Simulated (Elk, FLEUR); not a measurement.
A FLEUR input for a self-consistent single point of Br (Cmce, 4 atoms in the cell) (DFT, PBE, all-electron FLAPW (FLEUR), scalar-relativistic valence):

Input of the input generator:

```
scf Br
&input film=f /
4.2387596325 -6.3108329898 0.0000000000
4.2387596325 6.3108329898 0.0000000000
0.0000000000 0.0000000000 16.5008882093
1.0
1.0 1.0 1.0

4
35 0.8610000000 0.8610000000 0.8890000000
35 0.6390000000 0.6390000000 0.3890000000
35 0.3610000000 0.3610000000 0.6110000000
35 0.1390000000 0.1390000000 0.1110000000

&comp jspins=1 /
&kpt div1=5 div2=5 div3=2 gamma=t /
&end /
```

```xml
<?xml version="1.0" encoding="UTF-8" standalone="no"?>
<fleurInput fleurInputVersion="0.39">
   <comment>
      scf Br                                                                                              
   </comment>
   <calculationSetup>
      <cutoffs Kmax="3.9" Gmax="15.6" GmaxXC="15.6" numbands="0"/>
      <scfLoop itmax="80" minDistance="0.00001" maxIterBroyd="25" imix="Anderson" alpha="0.05" precondParam="0.0" spinf="2.0"/>
      <coreElectrons ctail="T" frcor="F" kcrel="0" coretail_lmax="0"/>
      <xcFunctional name="pbe" relativisticCorrections="F"/>
      <magnetism jspins="1"/>
      <soc l_soc="F" theta="0.0" phi="0.0" spav="F"/>
      <expertModes spex="0" secvar="F"/>
      <geometryOptimization l_f="T" forcealpha="1.0" forcemix="BFGS" epsdisp="0.00001" epsforce="0.00001"/>
      <ldaU l_linMix="F" mixParam="0.05" spinf="1.0"/>
   </calculationSetup>
   <cell>
      <bzIntegration valenceElectrons="28.0" mode="hist" fermiSmearingEnergy="0.00073499">
         <kPointListSelection listName="default-1"/>
         <!-- k-points included here -->
         <xi:include xmlns:xi="http://www.w3.org/2001/XInclude" href="kpts.xml"> </xi:include>
      </bzIntegration>
      <!-- symmetry operations included here -->
      <xi:include xmlns:xi="http://www.w3.org/2001/XInclude" href="sym.xml"> </xi:include>
      <bulkLattice scale="1.0">
         <bravaisMatrix>
            <row-1>    4.2387596324999999    -6.3108329897999997     0.0000000000000000</row-1>
            <row-2>    4.2387596324999999     6.3108329897999997     0.0000000000000000</row-2>
            <row-3>    0.0000000000000000     0.0000000000000000    16.5008882093000011</row-3>
         </bravaisMatrix>
      </bulkLattice>
   </cell>
   <atomSpecies>
      <species name="Bromine (Br)" element="Br" atomicNumber="35">
         <mtSphere radius="2.08" gridPoints="717" logIncrement="0.017"/>
         <atomicCutoffs lmax="8" lnonsphr="6"/>
         <electronConfig flipSpins="F">
            <coreConfig>(1s1/2) (2s1/2) (2p1/2) (2p3/2) (3s1/2) (3p1/2) (3p3/2) (3d3/2) (3d5/2)</coreConfig>
            <valenceConfig>(4s1/2) (4p1/2) (4p3/2)</valenceConfig>
            <stateOccupation state="(4p1/2)" spinUp="0.8333333333333" spinDown="0.8333333333333"/>
            <stateOccupation state="(4p3/2)" spinUp="1.6666666666667" spinDown="1.6666666666667"/>
         </electronConfig>
         <energyParameters s="4" p="4" d="4" f="4"/>
      </species>
   </atomSpecies>
   <atomGroups>
      <atomGroup species="Bromine (Br)">
         <relPos label="                   1">-.1390000000 -.1390000000 -.1110000000</relPos>
         <relPos label="                   2">-.3610000000 -.3610000000 .3890000000</relPos>
         <relPos label="                   3">.3610000000 .3610000000 -.3890000000</relPos>
         <relPos label="                   4">.1390000000 .1390000000 .1110000000</relPos>
         <force calculate="T" relaxXYZ="TTT"/>
      </atomGroup>
   </atomGroups>
   <output dos="F" band="F" slice="F">
      <checks vchk="F" cdinf="F"/>
      <bandDOS minEnergy="-.5*Htr" maxEnergy="0.5*Htr" sigma="0.015" storeEVData="T"/>
      <vacuumDOS vacdos="F" integ="F" star="F" nstars="0" locx1="0.0" locy1="0.0" locx2="0.0" locy2="0.0" nstm="0" tworkf="0.0"/>
      <unfoldingBand unfoldBand="F" supercellX="1" supercellY="1" supercellZ="1"/>
      <plotting iplot="0" polar="F">
         <plot TwoD="T" vec1="  1.0  0.0  0.0" vec2="  0.0  1.0  0.0" vec3="  0.0  0.0  1.0" zero="  0.0  0.0  0.0" file="plot"/>
      </plotting>
      <chargeDensitySlicing numkpt="0" minEigenval="0.0" maxEigenval="0.0" nnne="0" pallst="F"/>
      <specialOutput eonly="F"/>
      <magneticCircularDichroism mcd="F" energyLo="-10.0" energyUp="0.0"/>
   </output>
  <!-- We include the file relax.xml here to enable relaxations (see documentation) -->
  <xi:include xmlns:xi="http://www.w3.org/2001/XInclude" href="relax.xml"> <xi:fallback/> </xi:include>
</fleurInput>
```

Task: Give the Elk input for the same structure, mesh, smearing and functional.

Result: One input that does it (others would too):

```
tasks
  0

xctype
  20

rmtscf
  0.87

swidth
  0.000734986

maxscl
  100

scale
  1.889726125

avec
    2.2430550000   -3.3395490000    0.0000000000
    2.2430550000    3.3395490000    0.0000000000
    0.0000000000    0.0000000000    8.7318940000

atoms
  1
  'Br.in'
  4
  0.8610000000  0.8610000000  0.8890000000    0.0 0.0 0.0
  0.6390000000  0.6390000000  0.3890000000    0.0 0.0 0.0
  0.3610000000  0.3610000000  0.6110000000    0.0 0.0 0.0
  0.1390000000  0.1390000000  0.1110000000    0.0 0.0 0.0

ngridk
  5 5 2
```

Basis, cutoffs, solver keys and any potentials are the target program's own. This input uses DFT, PBE, all-electron FP-LAPW, Elk's shipped species files, default APW+lo basis.

The starting cell has typed, rounded lattice constants, without a prior relaxation at this level. Its lattice was rescaled by a random factor within 2.5 % of one. For this run, on top of that: lattice scaled by 0.98.
